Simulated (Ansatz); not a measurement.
AlO2 (Pnma, No. 62, 12 atoms in the cell; start mp-1182869) was calculated with r²SCAN (Ansatz, a quantum-chemistry and plane-wave program, plane waves, PAW).

Numerical settings: plane-wave cutoff 560 eV, 4×12×8 k mesh (along the axes of the cell as run), Fermi–Dirac smearing 0.01 eV, spin-polarised start, scalar-relativistic PAW data made under PBE.

Cell (relaxed with PBEsol):

```xyz
12
Lattice="9.2591 0.0000 0.0000 0.0000 2.8828 0.0000 0.0000 0.0000 4.7916" Properties=species:S:1:pos:R:3 pbc="T T T"
Al     6.1266     0.7207     2.6155
Al     3.1325     2.1621     2.1761
Al     7.7621     2.1621     0.2197
Al     1.4971     0.7207     4.5719
O      4.9513     2.1621     1.6625
O      4.3079     0.7207     3.1291
O      8.9374     0.7207     4.0583
O      0.3217     2.1621     0.7333
O      2.1015     2.1621     3.6512
O      7.1576     0.7207     1.1403
O      2.5281     0.7207     1.2554
O      6.7311     2.1621     3.5361
```

Problem. Estimate the band gap, smallest direct gap on the k points sampled and Γ–Γ gap that the calculation returns.

Solution. 
- band gap: 0.39 eV (indirect)
- smallest direct gap on the k points sampled: 0.74 eV
- Γ–Γ gap: 0.87 eV

Note: the magnetic order was assumed, not searched for or taken from measurement; cell and atoms aren't relaxed at this level (largest force component 0.29 eV/Å, pressure -1.3 GPa).

The computed numbers hold no vibrational or temperature effects.

A start named mp-… is a Materials Project structure, which need not be a measured phase.
